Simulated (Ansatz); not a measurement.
## A computed series for HfN: response to strain

Base system: HfN in the rock salt structure (space group Fm-3m, No. 225; a = 4.468 Å; relaxed with 0.1 eV smearing). Axes: x, y, z lie along the cube axes.

Strains are applied to the cell and any free atomic positions relax.

Computed with Ansatz (a program for electronic structure) LDA, scalar-relativistic without spin-orbit coupling.

Notes on the quantities. energy relative to the base: free energy F; pressure: mean of the normal stresses, compression positive.

```csv
case,energy relative to the base,pressure
base,0 meV/atom,0.0 GPa
tensor shear ε_xy = +1.43 %,+3.7 meV/atom,0.1 GPa
tensor shear ε_xy = +0.57 %,___,0.0 GPa
tensor shear ε_xy = +1.71 %,+5.3 meV/atom,0.1 GPa
tensor shear ε_xy = +1.14 %,___,0.0 GPa
tensor shear ε_xy = +2.00 %,___,0.1 GPa
tensor shear ε_xy = +0.86 %,+1.3 meV/atom,0.0 GPa
tensor shear ε_xy = +0.29 %,+0.1 meV/atom,0.0 GPa
```

Task: Complete the table.

Result: 
- tensor shear ε_xy = +0.57 %, energy relative to the base: +0.6 meV/atom
- tensor shear ε_xy = +1.14 %, energy relative to the base: +2.3 meV/atom
- tensor shear ε_xy = +2.00 %, energy relative to the base: +7.2 meV/atom

Whether these cells are dynamically stable was not tested. All final runs are without spin polarisation. An odd electron count without spin: HfN.
